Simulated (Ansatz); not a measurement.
## WS2: stress against strain

WS2 (2H layered, P6_3/mmc, 17.434 Å³/atom at rest, c along z) under a strain ε along c (axis z), the other axes held. PBE-D3(BJ) in Ansatz, a plane-wave DFT program (PAW, default set), 420 eV, 12×12×3 Γ-centred mesh, Fermi-Dirac smearing 0.05 eV; ions are relaxed within the symmetry of each cell. Stress is positive for a compressed cell.

Here s stands for strain and y for stress zz.

| strain (%) | stress zz (GPa) |
|---|---|
| -3.00 | ? |
| -1.20 | 0.88 |
| -0.60 | 0.41 |
| 0.00 | -0.01 |
| 0.60 | -0.37 |
| 1.20 | -0.69 |

The 5 complete rows are fitted with a straight line, y against s. Means: s 0, y 0.044. About the means, the sum of products is -2.3520 and the sum of squares of s is 3.6000; the slope is their ratio. Least squares gives y = 0.044 - 0.6533·s. Residuals (row less fit): 0.052, -0.026, -0.054, -0.022, 0.050; standard error 0.056 (degrees of freedom: 3). The slope gives the elastic constant C33 = 65 ± 3 GPa.

### Question
Estimate the missing y (s = -3.00); what did the run itself give?

### Answer
y = 0.044 - 0.6533 × (-3.0) = 2.004 GPa. The calculation gives 2.59 GPa, 0.586 GPa above the prediction (17.9 % of the range of y in the table). The row lies outside the fitted rows, so this is an extrapolation. From the scatter of the fitted rows alone, a prediction at this place has a standard error of 0.107 GPa, so the miss is 5.5 times that.

One order more, fitted to all 11 runs of the series, follows each within 0.04, so the miss is the next term of a smooth law. Rows are the converged runs of the series near zero and its far end; series whose fitted rows scatter by over a few per cent of the range, as at a crossing or softening among them, aren't shown in this form. Most that stay on the fit to the last digits aren't either.
